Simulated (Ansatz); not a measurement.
The reference is TiAl (space group P4/mmm, No. 123; a = 2.796 Å, c = 4.038 Å; relaxed with 0.1 eV smearing). Axes: x, y, z lie along a, b, c of the conventional cell.

Method: PBEsol (Ansatz, a first-principles code, PAW, scalar-relativistic without spin-orbit coupling), earlier PAW set.

Base values:

- Pressure: 0.0 GPa

One thing is altered: compressive biaxial strain of 2.15 % in the plane normal to [001], as in epitaxy on a mismatched substrate; the out-of-plane cell vector and the atoms relax.

**Question.** What happens to the pressure and ratio −ε⊥/ε∥?

**Answer.** The pressure (mean of the normal stresses, compression positive) goes from zero to 2.7 GPa; the ratio −ε⊥/ε∥ amounts to 1.03.

No phonon test of stability was made. All final runs are without spin polarisation.
